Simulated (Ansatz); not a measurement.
Partial pair distribution functions of a relaxed model of amorphous In9Ga9Zn9O35H2, broadened by 0.06 Å; density 5.61 g/cm³. Method: PBE, scalar-relativistic without spin-orbit coupling (plane waves to 420 eV, PAW; Ansatz, a quantum-chemistry and plane-wave program). The usual formal charges leave 4 electrons over, so the level spacing at the Fermi energy parts defect or band states and needn't be the band gap.

The cell was made by melting and quenching with the CHGNet potential and then relaxed with DFT. O atoms were pushed apart under 1.9 Å during the dynamics, to hinder bonds among them. The hot cell started wider than the set density and was brought back towards it in steps. It is the lowest in DFT energy of 2 quenches. It is a model cell: composition and starting density were chosen by hand, and all elements were melted together. No dispersion term was used. Its density started from a set value of 5.89 and ended at 5.61 g/cm³. Cooling (nominally 530 K/ps over its main leg) ran many orders faster than in experiment, which tends to leave more defects and strain. One small periodic cell is one sample of the glass; other quenches scatter about these values. The volume was free in the relaxation, at fixed shape. Stress components on the final sampling reach 1.2 GPa. On a 2×2×2 Γ-centred mesh force components of up to 0.28 eV/Å stay, since the relaxation ran on the zone centre alone. Cycles of charging lowered its energy after that relaxation.

```tsv
r (Å)	g In-O	g Ga-O	g In-In	g Ga-Ga
1.65	0.00	0.02	0.00	0.00
1.75	0.00	1.15	0.00	0.00
1.85	0.01	7.34	0.00	0.00
1.95	0.38	8.23	0.00	0.00
2.05	3.24	4.64	0.00	0.00
2.15	6.81	1.57	0.00	0.00
2.25	4.77	0.30	0.00	0.00
2.35	2.67	0.02	0.00	0.00
2.45	0.94	0.11	0.00	0.00
2.55	0.20	0.47	0.00	0.00
2.65	0.01	0.54	0.00	0.00
2.75	0.00	0.37	0.00	0.19
2.85	0.01	0.03	0.03	1.83
2.95	0.13	0.09	0.85	3.04
3.05	0.17	0.20	2.15	2.14
3.15	0.29	0.17	0.92	4.84
3.25	0.64	0.30	1.00	4.10
3.35	0.74	0.60	0.28	1.74
3.45	0.72	0.51	1.51	1.60
3.55	0.71	0.58	2.60	1.49
3.65	1.08	0.84	1.45	0.77
3.75	1.27	1.06	1.60	0.50
3.85	1.09	1.21	0.92	0.02
3.95	0.82	1.39	1.24	0.00
4.05	1.02	1.60	1.76	0.15
4.15	1.08	1.41	1.18	1.02
4.25	0.87	1.39	0.22	0.67
4.35	1.29	1.31	0.38	0.23
4.45	1.33	1.66	0.92	0.54
4.55	1.29	1.14	0.33	0.21
4.65	1.27	1.40	0.18	0.50
```

Within 2.66 Å each In has 4.89 O neighbours on average.
